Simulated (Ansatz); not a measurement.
Base system: HfO₂ (space group P2_1/c, No. 14).

```
CELL_PARAMETERS angstrom
      5.16120     0.00000     0.00000
      0.00000     5.21182     0.00000
     -0.89809     0.00000     5.27640
ATOMIC_POSITIONS crystal
  Hf 0.27574 0.04289 0.20837
  Hf 0.72426 0.54289 0.29163
  Hf 0.72426 0.95711 0.79163
  Hf 0.27574 0.45711 0.70837
  O  0.06715 0.32865 0.34844
  O  0.93285 0.82865 0.15156
  O  0.93285 0.67135 0.65156
  O  0.06715 0.17135 0.84844
  O  0.44917 0.75721 0.47664
  O  0.55083 0.25721 0.02336
  O  0.55083 0.24279 0.52336
  O  0.44917 0.74279 0.97664
```

Cartesian axes are those of the cell as printed.

(Cell as relaxed with PBE.)

Levels (all Ansatz, a quantum-chemistry and plane-wave program, PAW): PBE (420 eV, without spin-orbit coupling); r2SCAN (500 eV, no SOC).

Each level relaxes its own structure.

```
base                  PBE    r2SCAN
---------------  --------  --------
volume per atom  11.83 Å³  11.53 Å³
band gap          4.04 eV   4.59 eV
```

One thing is altered: compressive biaxial strain of 2.65 % in the plane normal to [001], as in epitaxy on a mismatched substrate; the out-of-plane cell vector and the atoms relax.

```tsv
quantity	PBE	r2SCAN
ratio −ε⊥/ε∥	0.97	1.04
energy relative to the base (free energy F)	+21 meV/atom	+22 meV/atom
pressure (mean of the normal stresses, compression positive)	72.1 kbar	78.7 kbar
```

PBE's ratio −ε⊥/ε∥ lies 0.062 below r2SCAN's; PBE's energy relative to the base lies 1.5 meV/atom below r2SCAN's; PBE's pressure lies 6.6 kbar below r2SCAN's. Neither level is exact; r2SCAN is the comparison here, not a measurement.

Spin-orbit coupling, missing from the scalar runs, can matter with Hf. No phonon test of stability was made.
